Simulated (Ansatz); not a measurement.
The parent structure is CdSe in the zinc blende structure (space group F-43m, No. 216; a = 6.0820 Å).

One thing is altered: full substitution Se → Pt; the structure is relaxed again.

Levels (all Ansatz, a first-principles code, PAW, earlier PAW set): PBEsol (420 eV, spin-orbit coupling left out); r2SCAN (500 eV, no spin-orbit coupling).

The geometry is relaxed with PBEsol.

* **PBEsol pressure**: 0.0 GPa

With r2SCAN at the same geometry, the pressure goes from zero to 1.4 GPa.

Single points use the geometry relaxed with PBEsol. Their cutoffs differ, which shifts pressures a little. Whether these cells are dynamically stable was not tested. As relaxed here, CdPt is a hypothetical phase, not in the database extracts checked. All final runs are without spin polarisation.
